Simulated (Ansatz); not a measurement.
System: Ba₂ZnTe₃ (Pnma, No. 62; cell taken from a computed entry). Method: LDA (plane waves, PAW; Ansatz, a program for electronic structure).

Numerical settings: plane-wave cutoff 520 eV, 4×8×2 k mesh (along the axes of the cell as run), Fermi–Dirac smearing 0.01 eV, scalar-relativistic PAW data made under PBE.

Cell (relaxed with PBEsol):

```xyz
24
Lattice="9.6019 0.0000 0.0000 0.0000 4.6260 0.0000 0.0000 0.0000 18.6785" Properties=species:S:1:pos:R:3 pbc="T T T"
Ba     7.1474     1.1565     0.7962
Ba     2.4546     3.4695    17.8823
Ba     7.2555     3.4695    10.1354
Ba     2.3464     1.1565     8.5431
Ba     8.7997     1.1565    14.7410
Ba     0.8022     3.4695     3.9374
Ba     5.6032     3.4695     5.4018
Ba     3.9987     1.1565    13.2767
Zn     8.2468     1.1565     6.7892
Zn     1.3551     3.4695    11.8893
Zn     6.1561     3.4695    16.1284
Zn     3.4458     1.1565     2.5501
Te     4.8498     1.1565    16.7695
Te     4.7521     3.4695     1.9090
Te     9.5531     3.4695     7.4303
Te     0.0488     1.1565    11.2482
Te     5.9333     1.1565     8.0472
Te     3.6687     3.4695    10.6313
Te     8.4696     3.4695    17.3865
Te     1.1323     1.1565     1.2920
Te     7.8394     1.1565     4.1783
Te     1.7625     3.4695    14.5002
Te     6.5635     3.4695    13.5175
Te     3.0384     1.1565     5.1610
```

**Question.** Estimate the band gap that the calculation returns.

**Answer.** 
band gap: 1.16 eV

Note: cell and atoms aren't relaxed at this level (largest force component 0.11 eV/Å, pressure -1.3 GPa).

Spin–orbit coupling is not included; with these elements it can move the gap by several tenths of an eV or more.

Computed values are for the static lattice.

It cost roughly 40 core-minutes of CPU time.
